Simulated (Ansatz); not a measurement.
Where the default PAW files enter, the runs use the earlier of Ansatz's two default sets.

Crystal: TePb (Fm-3m, rock salt, 2 atoms a cell, 33.9 Å³ an atom); both levels run on this one cell.

Complex bands along the normal of (111) by Ansatz (plane waves, PAW, no spin-orbit coupling). r2SCAN gives a gap of 1.03 eV and a slowest mid-gap decay of 0.081 1/Å.

Problem. What does PBE give on the same cell, and what does that do to the current through 2 nm?

Solution. Gap 0.74 eV, κ = 0.073 1/Å. The mid-gap transmission through 2 nm changes by exp(2 × 20 × (0.081 − 0.073)) = a factor of 1.4 against r2SCAN.

Ansatz is a first-principles code.
